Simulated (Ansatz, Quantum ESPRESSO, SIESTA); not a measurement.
## One structure in several programs: YZn5 (P1, 6 atoms in the cell)

Self-consistent single point, at a second geometry (atoms moved at random). First geometry:

```xyz
6
Lattice="5.3337 0.0000 0.0000 -2.6669 4.6192 0.0000 0.0000 0.0000 4.2427" Properties=species:S:1:pos:R:3 pbc="T T T"
Y      0.0000     0.0000     0.0000
Zn    -1.3334     2.3096     2.1213
Zn     2.6669     0.0000     2.1213
Zn     1.3334     2.3096     2.1213
Zn     0.0000     3.0794     0.0000
Zn     2.6669     1.5397     0.0000
```

Second geometry:
```
YZn5
1.0
    5.33374     0.00000     0.00000
   -2.66687     4.61915     0.00000
    0.00000     0.00000     4.24268
Y Zn
1 5
Cartesian
 -0.02246  -0.03044   0.02797
 -1.31460   2.32373   2.10061
  2.74181   0.02913   2.16836
  1.32691   2.31796   2.13945
 -0.05421   3.04497  -0.00967
  2.65628   1.55295  -0.06270
```

Shared settings, as Ansatz (a program for electronic structure) writes them: kpoints.mp_grid.grid = 6 6 6; scf.occupations.method = fermi_dirac; scf.occupations.width = 0.136 eV. Potentials and cutoffs stand in the table.

```tsv
code	model	ΔF from the first geometry (meV/atom)	pressure (GPa)	largest force (eV/Å)	cutoff
SIESTA	LDA PW92, numerical atomic orbitals DZP, PseudoDojo LDA standard norm-conserving potentials (rewritten from UPF to PSML)	10.8	-16.09	0.770	grid 400 Ry
Quantum ESPRESSO	LDA (PZ), PSlibrary PAW (LDA) pseudopotentials	6.4	-10.20	0.432	50 Ry
Ansatz	LDA (PW92), PAW files made with PBE	6.3	-8.66	0.430	default
```

Size of the force on each atom (eV/Å): Sizes of forces hide their directions.

```json
[
 {"code": "SIESTA", "Y1": "0.119", "Zn2": "0.200", "Zn3": "0.637", "Zn4": "0.368", "Zn5": "0.322", "Zn6": "0.770"},
 {"code": "Quantum ESPRESSO", "Y1": "0.147", "Zn2": "0.121", "Zn3": "0.347", "Zn4": "0.199", "Zn5": "0.216", "Zn6": "0.432"},
 {"code": "Ansatz", "Y1": "0.147", "Zn2": "0.121", "Zn3": "0.346", "Zn4": "0.198", "Zn5": "0.215", "Zn6": "0.430"}
]
```

The spread over the programs that give each value: ΔF from the first geometry within 4.5 meV/atom; pressure within 7.43 GPa; largest force within 0.340 eV/Å.

SIESTA uses small atom-centred bases, whose incompleteness enters pressures, forces and empty levels differently from a plane-wave cutoff. Ansatz's pressure is given at a fixed set of plane waves, as the other plane-wave codes print theirs; with its correction for the finite basis it is -8.63 GPa. The same LDA comes in different parametrisations, which differ slightly. In the pressure, SIESTA (by 6.66) lies more than 1 GPa from the median of the plane-wave programs. In the force vectors, SIESTA (by 0.347) lies more than 0.08 eV/Å from the median of the plane-wave programs.

The starting cell comes from a database of computed structures (which also holds hypothetical and non-ambient phases and stackings), without a prior relaxation at this level. Its lattice was rescaled by a random factor within 2.5 % of one. For this run, on top of that: atoms moved at random.

Keys are those of Ansatz 0.2.
